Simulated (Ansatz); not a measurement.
# Pressure series in TiO2

The parent structure is TiO₂ in the anatase structure (space group I4_1/amd, No. 141; a = 3.798 Å, c = 9.704 Å).

Cell and atoms are relaxed at each pressure.

All numbers come from PBE (Ansatz, a quantum-chemistry and plane-wave program), spin-orbit coupling left out, earlier PAW set.

```tsv
pressure (GPa)	volume per atom (Å³/atom)
-2	11.805
-1	11.735
0	11.667
1.8	?
4.2	11.396
9	11.109
18	10.620
30	10.056
```

Task: Fit the third-order Birch–Murnaghan form P(V) = (3B₀/2)[(V₀/V)^(7/3) − (V₀/V)^(5/3)]·[1 + (3/4)(B₀′ − 4)((V₀/V)^(2/3) − 1)] (squares taken in P) to the rows shown and predict the withheld row.

Result: Least squares on the printed values gives V₀ = 11.668 Å³/atom, B₀ = 173 GPa, B₀′ = 2.3; this predicts 11.548 Å³/atom, and the run gives 11.549 Å³/atom, in agreement.

Load acts through the strain it causes; cell and atoms are relaxed under it. No phonon test of stability was made. Competing high-pressure phases were not computed. The final runs are not spin-polarised.
